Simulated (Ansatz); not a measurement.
The reference is ZnAu in the CsCl type structure (space group Pm-3m, No. 221; a = 3.129 Å; relaxed with 0.1 eV smearing). Axes: x, y, z lie along the cube axes.

The values are results of PBEsol/PAW in Ansatz (an electronic-structure program), no spin-orbit coupling, not measurements.

Modification: biaxial strain +2.08 %, plane normal [111], relaxed out of plane (Cartesian); in-plane vectors clamped, the third vector and the atoms free.

Problem. Estimate the effect on the ratio −ε⊥/ε∥, energy relative to the base and in-plane stress.

Solution. The ratio −ε⊥/ε∥ is 0.82; the energy increases by 9.1 meV/atom; the mean in-plane stress (compression positive) amounts to -4.4 GPa.

No phonon test of stability was made.
